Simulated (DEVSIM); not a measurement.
System: Ti/SiO2/p-GaSb capacitor, at 300 K.

| layer (left to right) | material | thickness (nm) | Na (cm⁻³) |
|---|---|---|---|
| 1 | SiO2 | 5.50 | - |
| 2 | GaSb | 2600 | 5.3e16 |

Metal gate on the left, work function 4.33 eV. Fixed charge at the semiconductor interface 0 cm⁻² (in units of +e); no interface traps.

Constants are typed, rounded textbook-type inputs, not results; the design itself was drawn at random and stands for no fabricated device. Values at 300 K.

```tsv
parameter	SiO2	GaSb
gap (eV)	9	0.726
affinity (eV)	0.9	4.06
permittivity	3.9	15.7
Nc (cm⁻³)	-	2.1e17
Nv (cm⁻³)	-	1.8e19
```

Simulated with DEVSIM: 1D Poisson equation in equilibrium, Boltzmann statistics, complete ionisation; no quantum confinement or tunnelling. Metal contacts follow the ideal Schottky-Mott rule: no Fermi-level pinning, no interface dipoles.

Tabulate band edges, carrier densities and field at 0.1 V on the gate.

Energies count from the Fermi level of the right contact; mesh points crowd at the junctions.

| x (μm) | Ec (eV) | Ev (eV) | n (cm⁻³) | p (cm⁻³) | field (V/cm) |
|---|---|---|---|---|---|
| 0.000 | 3.330 | -5.670 | < 1e2 | < 1e2 | 230000 |
| 0.001085 | 3.354 | -5.646 | < 1e2 | < 1e2 | 230000 |
| 0.002743 | 3.392 | -5.608 | < 1e2 | < 1e2 | 230000 |
| 0.004349 | 3.428 | -5.572 | < 1e2 | < 1e2 | 230000 |
| 0.005714 | 0.295 | -0.431 | 2.3e12 | 1.0e12 | 56000 |
| 0.007236 | 0.303 | -0.423 | 1.7e12 | 1.4e12 | 55000 |
| 0.01044 | 0.321 | -0.405 | 8.6e11 | 2.8e12 | 53000 |
| 0.02120 | 0.374 | -0.352 | 1.1e11 | 2.2e13 | 46000 |
| 0.03987 | 0.450 | -0.276 | 5.8e9 | 4.1e14 | 35000 |
| 0.07919 | 0.542 | -0.184 | 1.6e8 | 1.5e16 | 13000 |
| 0.1620 | 0.575 | -0.151 | 4.7e7 | 5.2e16 | 350 |
| 0.4254 | 0.575 | -0.151 | 4.5e7 | 5.3e16 | ≈ 0 |
| 0.8915 | 0.575 | -0.151 | 4.5e7 | 5.3e16 | ≈ 0 |
| 1.679 | 0.575 | -0.151 | 4.5e7 | 5.3e16 | ≈ 0 |
| 2.259 | 0.575 | -0.151 | 4.5e7 | 5.3e16 | ≈ 0 |
| 2.442 | 0.575 | -0.151 | 4.5e7 | 5.3e16 | ≈ 0 |
| 2.528 | 0.575 | -0.151 | 4.5e7 | 5.3e16 | ≈ 0 |
| 2.570 | 0.575 | -0.151 | 4.5e7 | 5.3e16 | ≈ 0 |
| 2.593 | 0.575 | -0.151 | 4.5e7 | 5.3e16 | ≈ 0 |
| 2.600 | 0.575 | -0.151 | 4.5e7 | 5.3e16 | ≈ 0 |
| 2.604 | 0.575 | -0.151 | 4.5e7 | 5.3e16 | ≈ 0 |
| 2.606 | 0.575 | -0.151 | 4.5e7 | 5.3e16 | ≈ 0 |
